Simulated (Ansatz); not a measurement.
Consider a periodic stack without vacuum, tetragonal MoSi2 (1 1 0) on antifluorite Mg2Si (1 1 1) (film strained to the substrate, started from cuts of the bulks and a machine-learned relaxation; slabs Mg8Si4 and Mo4Si8, which can lie off the formulas): substrate slab Mg8Si4, film Mo4Si8, surface cells [[0, 1], [-1, 0]] and [[-1, -1], [1, 0]], film strained by -1.1 and -1.0 %, outermost planes Mg/Mg and MoSi/MoSi as cut, which need not be the usual terminations and can put a slab off its formula. Its start:

```yaml
crystal:
  lattice:
    - [4.49948, 0.00000, -0.00018]
    - [-2.24974, 3.89666, -0.00103]
    - [0.93636, -1.63082, 25.04743]
  atoms:
    - { symbol: Mg, position: [0.66544, 0.35543, 0.05060] }
    - { symbol: Mg, position: [0.33319, 0.71910, 0.12537] }
    - { symbol: Mg, position: [0.99999, 0.08264, 0.19835] }
    - { symbol: Mg, position: [0.66674, 0.44707, 0.27269] }
    - { symbol: Mg, position: [0.33331, 0.81113, 0.34676] }
    - { symbol: Mg, position: [0.00000, 0.17524, 0.42052] }
    - { symbol: Mg, position: [0.66724, 0.54102, 0.49471] }
    - { symbol: Mg, position: [0.34091, 0.91310, 0.56976] }
    - { symbol: Si, position: [0.99961, 0.03890, 0.09250] }
    - { symbol: Si, position: [0.33334, 0.76561, 0.23746] }
    - { symbol: Si, position: [0.66643, 0.49230, 0.38210] }
    - { symbol: Si, position: [0.00086, 0.22199, 0.52622] }
    - { symbol: Mo, position: [0.49834, 0.36304, 0.67686] }
    - { symbol: Mo, position: [0.99963, 0.90085, 0.76316] }
    - { symbol: Mo, position: [0.49854, 0.44217, 0.85790] }
    - { symbol: Mo, position: [0.99976, 0.97696, 0.94384] }
    - { symbol: Si, position: [0.16171, 0.69223, 0.66959] }
    - { symbol: Si, position: [0.83173, 0.02315, 0.66941] }
    - { symbol: Si, position: [0.66655, 0.23442, 0.76453] }
    - { symbol: Si, position: [0.33262, 0.56881, 0.76457] }
    - { symbol: Si, position: [0.16707, 0.77261, 0.85534] }
    - { symbol: Si, position: [0.83372, 0.10593, 0.85511] }
    - { symbol: Si, position: [0.66755, 0.31041, 0.94693] }
    - { symbol: Si, position: [0.33569, 0.64440, 0.95209] }
```

The start was prepared with a machine-learned potential, and the result is one local minimum, with the in-plane cell held and forces under 0.04 eV/Å; the film can end far from its bulk form.

All values below come from PBE (plane waves to 420 eV, PAW; Ansatz, a quantum-chemistry and plane-wave program). Spin–orbit coupling is left out; the runs are not spin-polarised; PBE gaps are too small against experiment. Its k-point mesh 8×8×1, Fermi–Dirac width 0.05 eV.

Predict the relaxed interface.


| Property | Value |
|---|---|
| interface area | 17.5 Å² |
| period | 23.38 Å |
| heights between the nearest atoms of the two slabs at the two interfaces | 2.14 and 2.27 Å |
| Mg–Si contacts across the interfaces within 1.22 times the sum of covalent radii | 4, mean 2.72 Å |
| Mg–Mo contacts across the interfaces within 1.22 times the sum of covalent radii | 3, mean 3.11 Å |
| Mo–Si contacts across the interfaces within 1.22 times the sum of covalent radii | 2, mean 2.82 Å |
